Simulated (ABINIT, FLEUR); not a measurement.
A FLEUR input for a self-consistent single point of Ga₃Tc (I4/mmm, 4 atoms in the cell) (DFT, LDA (Vosko-Wilk-Nusair), all-electron FLAPW (FLEUR), scalar-relativistic valence):

Input of the input generator:

```
Ga3Tc crystal
&input film=f /
-3.5106046930 3.5106046930 7.4924522793
3.5106046930 -3.5106046930 7.4924522793
3.5106046930 3.5106046930 -7.4924522793
1.0
1.0 1.0 1.0

4
31 0.7500000000 0.2500000000 0.5000000000
31 0.2500000000 0.7500000000 0.5000000000
31 0.5000000000 0.5000000000 0.0000000000
43 0.0000000000 0.0000000000 0.0000000000

&comp jspins=1 /
&exco xctyp='vwn' /
&kpt div1=9 div2=9 div3=9 /
&end /
```

```xml
<?xml version="1.0" encoding="UTF-8" standalone="no"?>
<fleurInput fleurInputVersion="0.39">
   <comment>
      Ga3Tc crystal                                                                                       
   </comment>
   <calculationSetup>
      <cutoffs Kmax="4.2" Gmax="12.6" GmaxXC="12.6" numbands="0"/>
      <scfLoop itmax="80" minDistance="0.00001" maxIterBroyd="15" imix="Anderson" alpha="0.05" precondParam="0.0" spinf="2.0"/>
      <coreElectrons ctail="T" frcor="F" kcrel="0" coretail_lmax="0"/>
      <xcFunctional name="vwn" relativisticCorrections="F"/>
      <magnetism jspins="1"/>
      <soc l_soc="F" theta="0.0" phi="0.0" spav="F"/>
      <expertModes spex="0" secvar="F"/>
      <geometryOptimization l_f="T" forcealpha="1.0" forcemix="BFGS" epsdisp="0.00001" epsforce="0.00001"/>
      <ldaU l_linMix="F" mixParam="0.05" spinf="1.0"/>
   </calculationSetup>
   <cell>
      <bzIntegration valenceElectrons="54.0" mode="gauss" fermiSmearingEnergy="0.00367493">
         <kPointListSelection listName="default-1"/>
         <!-- k-points included here -->
         <xi:include xmlns:xi="http://www.w3.org/2001/XInclude" href="kpts.xml"> </xi:include>
      </bzIntegration>
      <!-- symmetry operations included here -->
      <xi:include xmlns:xi="http://www.w3.org/2001/XInclude" href="sym.xml"> </xi:include>
      <bulkLattice scale="1.0">
         <bravaisMatrix>
            <row-1>   -3.5106046929999999     3.5106046929999999     7.4924522793000001</row-1>
            <row-2>    3.5106046929999999    -3.5106046929999999     7.4924522793000001</row-2>
            <row-3>    3.5106046929999999     3.5106046929999999    -7.4924522793000001</row-3>
         </bravaisMatrix>
      </bulkLattice>
   </cell>
   <atomSpecies>
      <species name="Gallium (Ga)" element="Ga" atomicNumber="31">
         <mtSphere radius="2.37" gridPoints="817" logIncrement="0.015"/>
         <atomicCutoffs lmax="10" lnonsphr="8"/>
         <electronConfig flipSpins="F">
            <coreConfig>(1s1/2) (2s1/2) (2p1/2) (2p3/2) (3s1/2) (3p1/2) (3p3/2)</coreConfig>
            <valenceConfig>(4s1/2) (3d3/2) (3d5/2) (4p1/2) (4p3/2)</valenceConfig>
            <stateOccupation state="(4p1/2)" spinUp="0.1666666666667" spinDown="0.1666666666667"/>
            <stateOccupation state="(4p3/2)" spinUp="0.3333333333333" spinDown="0.3333333333333"/>
         </electronConfig>
         <energyParameters s="4" p="4" d="3" f="4"/>
      </species>
      <species name="Technetium (Tc)" element="Tc" atomicNumber="43">
         <mtSphere radius="2.37" gridPoints="817" logIncrement="0.016"/>
         <atomicCutoffs lmax="10" lnonsphr="8"/>
         <electronConfig flipSpins="F">
            <coreConfig>(1s1/2) (2s1/2) (2p1/2) (2p3/2) (3s1/2) (3p1/2) (3p3/2) (3d3/2) (3d5/2)</coreConfig>
            <valenceConfig>(4s1/2) (4p1/2) (4p3/2) (5s1/2) (4d3/2) (4d5/2)</valenceConfig>
            <stateOccupation state="(4d3/2)" spinUp="1.0" spinDown="1.0"/>
            <stateOccupation state="(4d5/2)" spinUp="1.5" spinDown="1.5"/>
         </electronConfig>
         <energyParameters s="5" p="5" d="4" f="4"/>
         <lo type="SCLO" l="0" n="4" eDeriv="0"/>
         <lo type="SCLO" l="1" n="4" eDeriv="0"/>
      </species>
   </atomSpecies>
   <atomGroups>
      <atomGroup species="Gallium (Ga)">
         <relPos label="                   1">-1.000/4.000 1.000/4.000 1.000/2.000</relPos>
         <relPos label="                   2">1.000/4.000 -1.000/4.000 1.000/2.000</relPos>
         <force calculate="T" relaxXYZ="TTT"/>
      </atomGroup>
      <atomGroup species="Gallium (Ga)">
         <relPos label="                   3">1.000/2.000 1.000/2.000 .0000000000</relPos>
         <force calculate="T" relaxXYZ="TTT"/>
      </atomGroup>
      <atomGroup species="Technetium (Tc)">
         <relPos label="                   4">.0000000000 .0000000000 .0000000000</relPos>
         <force calculate="T" relaxXYZ="TTT"/>
      </atomGroup>
   </atomGroups>
   <output dos="F" band="F" slice="F">
      <checks vchk="F" cdinf="F"/>
      <bandDOS minEnergy="-.5*Htr" maxEnergy="0.5*Htr" sigma="0.015" storeEVData="T"/>
      <vacuumDOS vacdos="F" integ="F" star="F" nstars="0" locx1="0.0" locy1="0.0" locx2="0.0" locy2="0.0" nstm="0" tworkf="0.0"/>
      <unfoldingBand unfoldBand="F" supercellX="1" supercellY="1" supercellZ="1"/>
      <plotting iplot="0" polar="F">
         <plot TwoD="T" vec1="  1.0  0.0  0.0" vec2="  0.0  1.0  0.0" vec3="  0.0  0.0  1.0" zero="  0.0  0.0  0.0" file="plot"/>
      </plotting>
      <chargeDensitySlicing numkpt="0" minEigenval="0.0" maxEigenval="0.0" nnne="0" pallst="F"/>
      <specialOutput eonly="F"/>
      <magneticCircularDichroism mcd="F" energyLo="-10.0" energyUp="0.0"/>
   </output>
  <!-- We include the file relax.xml here to enable relaxations (see documentation) -->
  <xi:include xmlns:xi="http://www.w3.org/2001/XInclude" href="relax.xml"> <xi:fallback/> </xi:include>
</fleurInput>
```

Question: Translate this input to ABINIT.

Answer: This is the input that was run; spellings and numerical settings could be chosen otherwise.

```
# Ga3Tc, JTH v2.0 LDA PAW
pp_dirpath "./"
pseudos "Ga.LDA_PW-JTH.xml, Tc.LDA_PW-JTH.xml"
acell 3*1.0 Angstrom
rprim
        -1.8577320000    1.8577320000    3.9648350000
         1.8577320000   -1.8577320000    3.9648350000
         1.8577320000    1.8577320000   -3.9648350000
natom 4
ntypat 2
znucl 31 43
typat 1 1 1 2
xcart
        -0.0000000000    3.5106046930    3.7462261397
         3.5106046930   -0.0000000000    3.7462261397
        -0.0000000000   -0.0000000000    7.4924522793
         0.0000000000    0.0000000000    0.0000000000
ecut 40 Ry
pawecutdg 80 Ry
pawxcdev 0
occopt 7
tsmear 0.00367493
nband 35
kptopt 1
ngkpt 9 9 9
nshiftk 1
shiftk 0 0 0
nstep 60
toldfe 1.0e-09
prtwf 0
prtden 0
enunit 1
```

Basis settings and potentials, where a program has them, do not carry over. This input uses DFT, LDA (PW92), plane waves, PAW (JTH v2.0 LDA PAW). LDA parametrisations can differ slightly between programs.

The starting cell comes from a database of computed structures (which also holds hypothetical and non-ambient phases and stackings), without a prior relaxation at this level. For this run, on top of that: lattice scaled by 0.98.
